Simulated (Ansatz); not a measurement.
A computed series for SiO2: pressure series

The parent structure is SiO2 in the rutile structure (space group P4_2/mnm, No. 136; a = 4.195 Å, c = 2.678 Å).

Cell and atoms are relaxed at each pressure.

Method: PBEsol/PAW in Ansatz (a quantum-chemistry and plane-wave program), scalar-relativistic without spin-orbit coupling.

| pressure (GPa) | volume per atom (Å³/atom) |
|---|---|
| -2 | 7.911 |
| -1 | ? |
| 0 | 7.854 |
| 0.9 | 7.830 |
| 2.1 | 7.798 |
| 4.5 | 7.736 |
| 9 | 7.628 |
| 15 | 7.496 |
| 30 | 7.213 |

Q: Fit the third-order Birch–Murnaghan form P(V) = (3B₀/2)[(V₀/V)^(7/3) − (V₀/V)^(5/3)]·[1 + (3/4)(B₀′ − 4)((V₀/V)^(2/3) − 1)] (squares taken in P) to the rows shown and predict the withheld row.

A: Least squares on the printed values gives V₀ = 7.854 Å³/atom, B₀ = 287 GPa, B₀′ = 4.8; this predicts 7.882 Å³/atom, and the run gives 7.882 Å³/atom, in agreement.

Measured bulk modulus of SiO2: 309.9 GPa (room temperature; as listed in arXiv:1001.2066); the computed value is for a static lattice, so the two differ by thermal effects too.

Load acts through the strain it causes; cell and atoms are relaxed under it. Whether these cells are dynamically stable was not tested. No other phases were tried under pressure.
